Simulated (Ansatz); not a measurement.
Worked example: zone-centre phonon calculation of NaCl (Fm-3m, 2 atoms in the cell) in Ansatz (a program for electronic structure).

Method of the run: PBE (plane waves, PAW; Ansatz).

```
CELL_PARAMETERS angstrom
      0.00000     2.82846     2.82846
      2.82846     0.00000     2.82846
      2.82846     2.82846     0.00000
ATOMIC_POSITIONS crystal
  Na 0.00000 0.00000 0.00000
  Cl 0.50000 0.50000 0.50000
```

Reference input (self-consistent single point, DFT, PBE, plane waves, default PAW files): basis.ecutwfc = 30.9 Ry; kpoints.mp_grid.grid = 8 8 8; hamiltonian.xc = pbe; hamiltonian.pseudopotentials = {kind: paw} (the program's default PAW files); scf.occupations.method = fermi_dirac; scf.occupations.width = 0.0007 Ry. This run's input differs from it in these lines:

Ansatz 0.2 input:
```diff
@@ -17,7 +17,8 @@
 scf:
-  occupations: { method: fermi_dirac, width: 0.0007 Ry }
-output:
-  forces: true
-  eigenvalues: true
-  stress: true
+  occupations: { method: fixed }
+  convergence: { dr2_threshold: 1.0e-07 eV }
+phonons:
+  method: dfpt
+  dielectric: true
+  rigid_motions: translations
```

Output (repeated stretches shortened):

```
SCF iter   1: F=—  HF=-2569.553708 eV  |F-HF|=—  |Δ(HF+E_count)|=         —  Δρ=9.37e-4  dr2=5.59e-4  ethr=1.77e-3  ⟨swp⟩=5.0  Hψ=3598  notcnv=0  defer=100
all-band conjugate gradients solve this SCF's bands
preconditioner: auto → none
SCF iter   2: F=—  HF=-2569.553812 eV  |F-HF|=—  |Δ(HF+E_count)|=   1.04e-4  Δρ=1.06e-3  dr2=7.66e-4  ethr=3.49e-6  ⟨swp⟩=2.0  Hψ=1719  notcnv=0  defer=114
SCF iter   3: F=—  HF=-2569.553607 eV  |F-HF|=—  |Δ(HF+E_count)|=   2.04e-4  Δρ=5.24e-4  dr2=1.95e-4  ethr=3.49e-6  ⟨swp⟩=2.0  Hψ=823  notcnv=0  defer=114
   [... lines left out ...]
SCF iter   5: F=—  HF=-2569.553540 eV  |F-HF|=—  |Δ(HF+E_count)|=   8.27e-6  Δρ=4.84e-5  dr2=1.65e-6  ethr=1.76e-7  ⟨swp⟩=2.0  Hψ=903  notcnv=0
SCF iter   6: F=—  HF=-2569.553540 eV  |F-HF|=—  |Δ(HF+E_count)|=   3.33e-7  Δρ=2.71e-5  dr2=5.42e-7  ethr=1.03e-8  ⟨swp⟩=1.2  Hψ=748  notcnv=0
SCF iter   7: F=—  HF=-2569.553540 eV  |F-HF|=—  |Δ(HF+E_count)|=   1.44e-7  Δρ=1.22e-5  dr2=1.06e-7  ethr=3.39e-9  ⟨swp⟩=2.0  Hψ=898  notcnv=0
SCF iter   8: F=-2569.553540 eV  HF=-2569.553540 eV  |F-HF|=6.31e-9  |Δ(HF+E_count)|=   3.21e-8  Δρ=3.46e-6  dr2=8.60e-9  ethr=6.25e-10  ⟨swp⟩=9.3  Hψ=4425  notcnv=0
SCF 1 converged in 8 iterations: F = -2569.553540 eV  dr2 = 8.60e-9
DFPT response loops at Γ: preconditioner auto → none (the input reference at scf.mixing.eps_inf says where Resta's filter doesn't serve); β = 0.50 …
Free energy (F): -2569.553540 eV
Internal energy: -2569.553540 eV  (E = F + TS)
E sigma→0 (E₀):  -2569.553540 eV
Fermi energy:    1.036854 eV
--- Phonons (Γ-DFPT): 2 representative perturbations + reference, on 59 of 512 k-points (Σ response iterations 8) ---
  k mesh reduced under 8 symmetry operations, with k and −k counted as one. Each operation leaves every solved perturbation unchanged …
  ASR residual: 4.191e-3 → 0.000e0 eV/Å²; symmetrization residual: 2.078e-7 eV/Å²
   [... lines left out ...]
  k-mesh period / interband length: 32.0 Å / 1.28 Å = 24.96 at k = (0.0000, 0.0000, 0.0000), direct gap 5.073 eV — 14 or more, which is no proof of convergence
   [... lines left out ...]
        251.50      1             2.0024
  optical modes at Γ + LO–TO along q̂ = [0.0000, 1.0000, 0.0000]:
      ω (cm⁻¹)  modes    IR ((D/Å)²/amu)
        159.55      2             4.0049
        251.50      1             2.0024
  optical modes at Γ + LO–TO along q̂ = [0.0000, 0.0000, 1.0000]:
      ω (cm⁻¹)  modes    IR ((D/Å)²/amu)
        159.55      2             4.0049
        251.50      1             2.0024
```

The run converged in 8 iterations. 

Summary of the result:
* **Free energy E − TS (on the zero of these files)**: -2569.5535 eV
* **Top of the valence band (on the code's own zero)**: 1.04 eV
* **Gap on the k-point mesh**: 5.07 eV
* **Zone-centre frequencies (cm⁻¹; negative means imaginary)**: 0, 0, 0, 160, 160, 160
* **ε∞ at this k-point mesh, which may be far from converged in small-gap cells (xx, yy, zz)**: 2.50, 2.50, 2.50
* **Born charges at this mesh (mean of the diagonal, e)**: Na 1.10, Cl -1.10

The starting cell has typed, rounded lattice constants, without a prior relaxation at this level. Its lattice was rescaled by up to half a per cent. The frequencies listed for the zone centre hold no LO-TO term.
